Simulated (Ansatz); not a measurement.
# SnO2: pressure series

The reference is SnO2 in the rutile structure (space group P4_2/mnm, No. 136).

```
SnO2
1.0
    4.82756     0.00000     0.00000
    0.00000     4.82756     0.00000
    0.00000     0.00000     3.23791
Sn O
2 4
Direct
  0.00000   0.00000   0.00000
  0.50000   0.50000   0.50000
  0.30660   0.30660   0.00000
  0.80660   0.19340   0.50000
  0.19340   0.80660   0.50000
  0.69340   0.69340   0.00000
```

Cell and atoms are relaxed at each pressure.

Method: Ansatz (an electronic-structure program) PBE, without spin-orbit coupling, earlier PAW set.

```
P (GPa)  V (Å³/atom)
-------  -----------
-2.00         12.734
-1.00         12.654
1.80          12.446
4.20          12.285
9.00          11.996
18.00         11.545
30.00         11.063
45.00         10.582
60.00         10.188
```

A third-order Birch–Murnaghan fit to these points gives V₀ = 12.58 Å³/atom, B₀ = 170 GPa and B₀′ = 4.8. At pressure 60 GPa the volume is 81.0 % of V₀.

Measured bulk modulus of SnO2: 212 GPa (temperature not stated; as listed in Cormac Toher et al., Physical Review Materials (2017)); the computed value is for a static lattice, so the two differ by thermal effects too.

Between the base and pressure 18 GPa the gap moves from 0.68 eV to 1.58 eV, a mean slope of 50 meV/GPa.

Load acts through the strain it causes; cell and atoms are relaxed under it. No phonon test of stability was made. Competing high-pressure phases were not computed.
